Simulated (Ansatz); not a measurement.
Surface energy of faces of germanium in PBE and in LDA, in Ansatz (plane waves, PAW). Symmetric slabs relaxed with PBE from ideal cuts in 1x1 cells (the lowest computed cut and spin start of each face; real faces may reconstruct in larger cells); LDA values are single points on them, with the bulk at the same level. No spin-orbit coupling, no U.

```tsv
face	PBE (J/m²)	LDA (J/m²)
(211) (like top atoms buckled by 0.8 Å)	1.04	1.28
(310) (4 Ge–Ge bonds formed)	0.98	1.18
(311)	1.06	1.31
(320) (2 Ge–Ge bonds formed)	0.91	?
(321) (like top atoms buckled by 0.6 Å)	0.93	1.19
(322) (4 Ge–Ge bonds formed)	0.90	1.14
```

Problem. Fit a straight line y = a·x + b by least squares to the 5 complete rows (x: PBE (J/m²); y: LDA (J/m²)).

Solution. the means are x̄ = 0.9820 and ȳ = 1.2200; Σ(x − x̄)² = 0.018880 and Σ(x − x̄)(y − ȳ) = 0.018700, so a = 0.990 and b = ȳ − a·x̄ = 0.247. The largest residual is 0.038.

Problem. What does the line predict for the withheld row, (320) (2 Ge–Ge bonds formed), and what did the calculation give?

Solution. the line gives 1.15; the calculation gave 1.16, a miss of 0.01, of the size of the fitted rows' scatter and rounding.

Ansatz is an electronic-structure program.
